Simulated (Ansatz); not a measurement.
Results of r²SCAN in Ansatz (PAW) for DyC2 (I4/mmm, No. 139; cell taken from a computed entry).

Numerical settings: plane-wave cutoff 500 eV, 16×16×16 k mesh, Fermi–Dirac smearing 0.05 eV, spin-polarised start, scalar-relativistic PAW data made under PBE.

Computed at the level's own relaxed cell.

Estimate the equilibrium volume per atom, equilibrium lattice constant a and c axis length that the calculation returns.


* **equilibrium volume per atom**: 14.30 Å³/atom
* **equilibrium lattice constant a**: 3.708 Å
* **c axis length**: 6.243 Å

Note: the magnetic order was assumed, not searched for or taken from measurement; the relaxation could not lower the start's symmetry, so the cell can be a saddle point above a distorted one; the 4f shell is treated without U or exact exchange, so its levels and filling can be wrong.

Spin–orbit coupling is not included.

Computed values are for the static lattice.

Ansatz is a program for electronic structure.
